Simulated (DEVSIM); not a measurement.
Structure: illuminated Si n-on-p cell, one wavelength, at 250 K.

| layer (left to right) | material | thickness (μm) | Nd (cm⁻³) | Na (cm⁻³) | τn (s) | τp (s) | absorption coefficient (cm⁻¹) |
|---|---|---|---|---|---|---|---|
| 1 | Si | 0.160 | 9e17 | - | 9.6e-6 | 8.4e-6 | 2000 |
| 2 | Si | 240 | - | 3.1e16 | 2e-5 | 2e-5 | 2000 |

Left contact: ohmic, minority hole recombination velocity 80000 cm/s. Right contact: ohmic, minority electron recombination velocity 5000 cm/s. Voltage is applied to the left contact. Recombination: SRH at mid-gap, radiative, Auger. Light enters at the left, 1.5e17 photons cm⁻² s⁻¹, one pass, no reflection. Mobility is μmin + (μ − μmin)/(1 + (N/Nref)^α).

This is a model device: material constants are rounded textbook-type values typed into the input, and sizes, dopings and lifetimes were drawn at random. Values at 300 K; Nc and Nv go as T^1.5, mobilities as T to minus their exponent, the gap by Varshni's rule with the affinity fixed.

```
parameter               Si
----------------  --------
gap (eV)             1.124
affinity (eV)         4.05
permittivity          11.7
Nc (cm⁻³)          2.86e19
Nv (cm⁻³)           3.1e19
μn (cm²/Vs)           1417
μp (cm²/Vs)            470
μn,min                  52
μp,min                  45
Nref,n              9.7e16
Nref,p              2.2e17
αn                    0.68
αp                    0.72
T exponent of μn       2.3
T exponent of μp       2.2
B (cm³/s)          4.7e-15
Cn (cm⁶/s)         2.8e-31
Cp (cm⁶/s)         9.9e-32
Varshni α (eV/K)  0.000473
Varshni β (K)          636
```

Simulated with DEVSIM: 1D drift-diffusion, Boltzmann statistics, complete ionisation; no tunnelling, impact ionisation, image-force lowering or self-heating.

The photon flux was swept, all else fixed.

| photon flux (cm^-2 s^-1) | fill factor | short-circuit current (mA/cm²) | largest power (mW/cm²) | open-circuit voltage (V) |
|---|---|---|---|---|
| 4.5e15 | 0.85 | (withheld) | 0.380 | (withheld) |
| 1.5e16 | 0.86 | 2.34 | 1.32 | 0.659 |
| 4.5e16 | 0.86 | 7.03 | 4.13 | 0.682 |
| 1.5e17 | 0.87 | 23.4 | 14.4 | 0.708 |
| 4.5e17 | 0.87 | 70.3 | 44.8 | 0.732 |
| 1.5e18 | 0.87 | 235 | 155 | 0.758 |
| 4.5e18 | 0.87 | 705 | 479 | 0.781 |

### Question
Some entries are withheld; supply them.

### Answer

- 4.5e15, short-circuit current (mA/cm²): 0.703
- 4.5e15, open-circuit voltage (V): 0.633
